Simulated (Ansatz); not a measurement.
# In_Hf (monoclinic HfO2 host)

The numbers are results of PBE, PAW (plane waves to 420 eV; Ansatz, an electronic-structure program), not measurements. Cell: 96 sites, 2×2×2 repeats of a cell of 12 atoms; final energies on a 2×2×2 shifted mesh. Site at the start: the Hf site. Charged cells carry a point-charge image correction with potential alignment at far atoms. Dielectric constants: PBE linear response of the host. Host gap at this level: 4.04 eV. These values are not converged in cell size to better than tenths of an eV. Levels are measured in PBE's own, too narrow, gap. Spin–orbit coupling is left out, which matters for these heavy elements. Each state is the lowest found from its start.

Formation energies E_f are given with the Fermi level at the valence-band maximum. Chemical conditions: O-rich (Δμ(Hf) = -10.38 eV, Δμ(In) = -3.89 eV, bounded by bixbyite In2O3; only phases computed here count, gases as isolated molecules at 0 K). Reference phases: Hf: hcp Hf, In: tetragonal indium.

Charges with a result: +1, 0, −1. Others weren't obtained, and one of them could lie lower, also by skipping a charge.

```
charge         moment (μB)  point group  largest move off a lattice site (Å)  image correction with alignment (eV)  E_f, O-rich (eV)
------  ------------------  -----------  -----------------------------------  ------------------------------------  ----------------
+1†     not spin-polarised            –                                 0.10                                 -0.15                 –
0*                     1.0           C1                                 0.10                                     –                 –
−1      not spin-polarised           C1                                 0.11                                  0.24              1.46
```

* At this level the carrier isn't localised at the defect: at charge 0 holes occupy the valence band. Such a state is shallow or no state of the defect, and this cell gives it no level.

† Not settled in this cell, so no level is given: charge +1: a level filled in part, carriers not clearly localised, level within 0.1 eV of a band edge or past it.

Point groups are those of the whole cell at tolerances of 0.03 and 0.1 Å ("near" where only the looser one holds); none is given for unsettled states.

Flagged in the runs: a host whose relaxation on this sampling wasn't shown to rest.

All states together cost roughly 10 core-hours.
